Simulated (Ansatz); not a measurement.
Structures of equal composition on the (0001) surface of hcp Ru: a layer of Nb in place of the second plane; a layer of Nb in place of the third plane. The slabs share one bottom face, and each structure is named by its start. These are constructed structures in small cells; real faces may alloy, dewet or reconstruct in larger ones, and not all known structures of the face are among them. Slabs of about 11 Å, Fermi-Dirac smearing of 0.1 eV. Bottom of the slabs: a bare face, its two planes held. Relaxed from the named starts with such symmetry as they have, on meshes of like density; energies extrapolated to zero smearing; spin only where a row says so; no spin-orbit coupling, no U. Brackets mark spin-polarised runs, whose order is one that fits the cell.

Calculation: PBE (plane waves to 420 eV, PAW; Ansatz, a first-principles code).

Task: Put the candidates in order of energy per 1x1 cell, lowest first, for PBE.

Result: a layer of Nb in place of the second plane (0.000 eV), a layer of Nb in place of the third plane (0.130 eV)
